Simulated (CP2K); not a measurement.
Worked example: self-consistent single point of WSi2 (I4/mmm, 3 atoms in the cell) in CP2K.

Computed with LDA (Pade form), GPW, DZVP-MOLOPT-SR-GTH basis, GTH-PADE potentials (GTH_POTENTIALS) run with CP2K.

```
CELL_PARAMETERS angstrom
      4.54169     0.00000     0.00000
      2.25655     3.94144     0.00000
     -3.39912    -1.97072     2.27798
ATOMIC_POSITIONS crystal
  Si 0.66500 0.66500 0.00000
  Si 0.33500 0.33500 0.00000
  W  0.00000 0.00000 0.00000
```

Reference input (self-consistent single point, DFT PBE, GPW, DZVP-MOLOPT-SR-GTH basis, GTH-PBE potentials (GTH_POTENTIALS)): CUTOFF = 500 Ry; REL_CUTOFF = 50 Ry; SMEAR/METHOD = FERMI_DIRAC; ELECTRONIC_TEMPERATURE = 1578.21 K; KPOINTS/SCHEME = MONKHORST-PACK 10 10 10; GAMMA_CENTERED = T; XC_FUNCTIONAL = PBE; Si/BASIS_SET = DZVP-MOLOPT-SR-GTH; Si/POTENTIAL = GTH-PBE-q4; W/BASIS_SET = DZVP-MOLOPT-SR-GTH; W/POTENTIAL = GTH-PBE-q14; METHOD = GPW. This run's input differs from it in these lines:

```diff
@@ -44,3 +44,3 @@
     &XC
-      &XC_FUNCTIONAL PBE
+      &XC_FUNCTIONAL PADE
       &END XC_FUNCTIONAL
@@ -77,3 +77,3 @@
       BASIS_SET DZVP-MOLOPT-SR-GTH
-      POTENTIAL GTH-PBE-q4
+      POTENTIAL GTH-PADE-q4
     &END KIND
@@ -81,3 +81,3 @@
       BASIS_SET DZVP-MOLOPT-SR-GTH
-      POTENTIAL GTH-PBE-q14
+      POTENTIAL GTH-PADE-q14
     &END KIND
```

Log, with long lists cut:

```
 SCF WAVEFUNCTION OPTIMIZATION

  Step     Update method      Time    Convergence         Total energy    Change
     1 NoMix/Diag. 0.30E+00      -     1.13967701       -77.0815905134 -7.71E+01
     2 Broy./Diag. 0.30E+00      -     0.02773609       -76.4456540402  6.36E-01
     3 Broy./Diag. 0.30E+00      -     0.07331643       -76.3264075730  1.19E-01
     4 Broy./Diag. 0.30E+00      -     0.00260486       -76.2968374122  2.96E-02
     5 Broy./Diag. 0.30E+00      -     0.00355811       -76.2678228618  2.90E-02
     6 Broy./Diag. 0.30E+00      -     0.00072521       -76.2577851232  1.00E-02
     7 Broy./Diag. 0.30E+00      -     0.00002385       -76.2589334940 -1.15E-03
     8 Broy./Diag. 0.30E+00      -     0.00007739       -76.2587455335  1.88E-04
     9 Broy./Diag. 0.30E+00      -     0.00000509       -76.2587576826 -1.21E-05
    10 Broy./Diag. 0.30E+00      -     0.00000714       -76.2587794479 -2.18E-05
    11 Broy./Diag. 0.30E+00      -     0.00000013       -76.2587858801 -6.43E-06
  *** SCF run converged in    11 steps ***

  Overlap energy of the core charge distribution:               0.00000000012509
  Self energy of the core charge distribution:               -122.90594631494893
  Core Hamiltonian energy:                                     27.23126204138577
  Hartree energy:                                              29.65133968230989
  Exchange-correlation energy:                                -10.23436994228180
  Electronic entropic energy:                                  -0.00107134665398
  Fermi energy:                                                 0.48279075846077

  Total energy:                                               -76.25878588005251
  Total energy (extrapolated to T->0):                        -76.25825020672552

   [... lines left out ...]

 STRESS| Analytical stress tensor [bar]
 STRESS|                        x                   y                   z
 STRESS|      x       -2.12470411641E+05  -3.05136820369E+03  -3.79978072992E-01
 STRESS|      y       -3.05136820369E+03  -2.08977519269E+05  -7.85121573248E-02
 STRESS|      z       -3.79978072992E-01  -7.85121573248E-02  -2.07206312484E+05
 STRESS| 1/3 Trace                                            -2.09551414465E+05
```

The run converged in 11 iterations. Against the reference run the pressure goes from 1.21 to -20.96 GPa and the largest force goes from 0.095 to 0.218 eV/Å.

The starting cell has typed, rounded lattice constants, without a prior relaxation at this level. Its lattice was rescaled by a random factor within 2.5 % of one. Spin polarisation is off. Values carry the incompleteness of an atom-centred basis. With a pressure of about -21 GPa the cell is away from its equilibrium volume at this level.

Cost on one core of a shared machine: roughly 3 min.
